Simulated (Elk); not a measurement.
Input and output of a self-consistent single point for VN (Fm-3m, 2 atoms in the cell) (Elk).

Method: PBE, all-electron FP-LAPW, Elk's shipped species files, default APW+lo basis run with Elk.

The change in words: lattice scaled by 0.98. Reference geometry:
```yaml
crystal:
  lattice:
    - [0.00000, 2.08515, 2.08515]
    - [2.08515, 0.00000, 2.08515]
    - [2.08515, 2.08515, 0.00000]
  atoms:
    - { symbol: V, position: [0.00000, 0.00000, 0.00000] }
    - { symbol: N, position: [0.50000, 0.50000, 0.50000] }
```

Reference input (self-consistent single point, DFT, PBE, all-electron FP-LAPW, Elk's shipped species files, default APW+lo basis): xctype = 20; stype = 0; swidth = 0.00734986 Ha; ngridk = 11 11 11; rmtscf = 0.88; maxscl = 100. This run's input differs from it in these lines:

```diff
@@ -19,5 +19,5 @@
 avec
-    0.0000000000    3.9403662082    3.9403662082
-    3.9403662082    0.0000000000    3.9403662082
-    3.9403662082    3.9403662082    0.0000000000
+    0.0000000000    3.8615589596    3.8615589596
+    3.8615589596    0.0000000000    3.8615589596
+    3.8615589596    3.8615589596    0.0000000000
```

The program printed (abridged):

```
│ Self-consistent loop started │
│ Loop number : 1 │
 total energy                :     -1001.49981237
│ Loop number : 2 │
 total energy                :     -1001.68467391
RMS change in Kohn-Sham potential (target) :    1.971581104     (  0.1000000000E-05)
Absolute change in total energy (target)   :   0.1848615403     (  0.1000000000E-03)
│ Loop number : 3 │
 total energy                :     -1001.56319111
RMS change in Kohn-Sham potential (target) :    1.943938673     (  0.1000000000E-05)
Absolute change in total energy (target)   :   0.7526741344E-01 (  0.1000000000E-03)
│ Loop number : 4 │
   [... lines left out ...]
Absolute change in total energy (target)   :   0.5826105790E-03 (  0.1000000000E-03)
│ Loop number : 15 │
 total energy                :     -1004.21715844
RMS change in Kohn-Sham potential (target) :   0.2188290606E-05 (  0.1000000000E-05)
Absolute change in total energy (target)   :   0.7055640344E-04 (  0.1000000000E-03)
│ Loop number : 16 │
 total energy                :     -1004.21715494
RMS change in Kohn-Sham potential (target) :   0.5439962736E-06 (  0.1000000000E-05)
Absolute change in total energy (target)   :   0.1414345184E-04 (  0.1000000000E-03)
Convergence targets achieved

│ Loop number : 17 │

Energies :
 Fermi                       :     0.489676932023
 total energy                :     -1004.21715731

Density of states at Fermi energy :    45.73566419
 (states/Hartree/unit cell)

Estimated indirect band gap :   0.2618694322E-02
 from k-point     14 to k-point     44
Estimated direct band gap   :   0.1683985223E-01
 at k-point     37

Charges :
 core                        :    12.00000000
 valence                     :    18.00000000
 interstitial                :    2.935988181
 muffin-tins (core leakage)
  species :    1 (V)
   atom    1                 :    21.08526469     (  0.3355898670E-08)
  species :    2 (N)
   atom    1                 :    5.978747126     (  0.1803507132E-05)
 total in muffin-tins        :    27.06401182
 total calculated charge     :    30.00431825
 total charge                :    30.00000000
 error                       :   0.4318250197E-02

│ Self-consistent loop stopped │
```

The run converged in 17 iterations. The count includes the last loop, which Elk runs after its targets are met. Against the reference run the total energy goes up by 2.1 meV/atom.

The starting cell comes from a database of computed structures (which also holds hypothetical and non-ambient phases and stackings), without a prior relaxation at this level. Its lattice was rescaled by a random factor within 2.5 % of one. For this run, on top of that: lattice scaled by 0.98. Spin polarisation is off, so a magnetic state, if there is one, cannot be reached. Values depend on the basis (sphere radii, cutoffs, local orbitals), which need not be converged. The log's line on a gap gives a spacing of levels on this mesh, which the program prints for metals too.
